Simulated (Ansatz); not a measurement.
## Several settings converged on a (001) slab of Mg (cut from a parent of space group no. 194; 4 atoms in the cell)

```
CELL_PARAMETERS angstrom
      3.20037     0.00000     0.00000
     -1.60018     2.77160     0.00000
      0.00000     0.00000    21.79160
ATOMIC_POSITIONS crystal
  Mg 0.66667 0.33333 0.44041
  Mg 0.33333 0.66667 0.32122
  Mg 0.66667 0.33333 0.67878
  Mg 0.33333 0.66667 0.55959
```

Base method: LDA (PW92), PAW files made with PBE (plane waves; Ansatz, an electronic-structure program).

Base settings: basis.ecutwfc = 420 eV; kpoints.mp_grid.grid = 11 11 1; hamiltonian.xc = lda; hamiltonian.pseudopotentials = {kind: paw} (the program's default PAW files); scf.occupations.method = fermi_dirac; scf.occupations.width = 0.1 eV.

The count of work is k-points × plane waves × bands × iterations; it is no time. 

**The vacuum**

The mesh stays at the base's, so the ladder's end is converged at best in this setting alone.

Only quantities that move along the ladder and can be compared are tabulated.

| vacuum between outermost atoms (Å) | free energy less the last step's (meV/atom) | largest difference of a force vector from the last step's (eV/Å) | count of work / last |
|---|---|---|---|
| 3.0 | -111.17 | 0.373 | 0.29 |
| 4.0 | -52.02 | 0.302 | 0.40 |
| 5.0 | -22.58 | 0.157 | 0.34 |
| 6.0 | -9.23 | 0.065 | 0.36 |
| 7.0 | -3.73 | 0.024 | 0.39 |
| 8.0 | -1.49 | 0.008 | 0.42 |
| 10.0 | -0.21 | 0.001 | 0.47 |
| 12.0 | -0.03 | 0.000 | 0.52 |
| 14.0 | 0.00 | 0.000 | 0.58 |
| 17.0 | 0.00 | 0.000 | 0.66 |
| 20.0 | 0.00 | 0.000 | 0.74 |
| 25.0 | -0.01 | 0.000 | 0.87 |
| 30.0 | 0.00 | 0.000 | 1.0 |

Smallest vacuum between outermost atoms (Å) that holds the free energy within 2 meV/atom of the last step, with all finer ones: 8.0, at 0.42 of the last step's count of work; the step before is off by 3.7 meV/atom.

Smallest vacuum between outermost atoms (Å) that holds the forces within 0.01 eV/Å of the last step, with all finer ones: 8.0, at 0.42 of the last step's count of work; the step before is off by 0.024 eV/Å.

**The depth of the slab**

On a (001) slab of Mg (cut from a parent of space group no. 194; 2 atoms in the cell), and deeper slabs.

Surface energy = (E_slab − N e_bulk)/2A, with e_bulk from the bulk crystal on its finest mesh (392 k-points); errors per atom of slab and bulk, whose meshes differ, grow with N.

The mesh stays at the base's, so the ladder's end is converged at best in this setting alone.

Only quantities that move along the ladder and can be compared are tabulated.

```csv
atoms,unrelaxed surface energy (J/m²),count of work / last
2,0.662,0.076
4,0.641,0.17
6,0.608,0.32
8,0.612,0.50
10,0.606,0.73
12,0.595,1.0
```

Smallest size that holds the unrelaxed surface energy within 0.05 J/m² of the last step, with all finer ones: 4, at 0.17 of the last step's count of work; the step before is off by 0.067 J/m².

On the base run: the starting cell has typed, rounded lattice constants, without a prior relaxation at this level. The slab is cut from that crystal, and its faces are unrelaxed. Its lattice was rescaled by up to half a per cent.

Left out of this page: 1 run of the series outside the window shown, repeating another row's setting, or not comparable.

Keys are those of Ansatz 0.2.
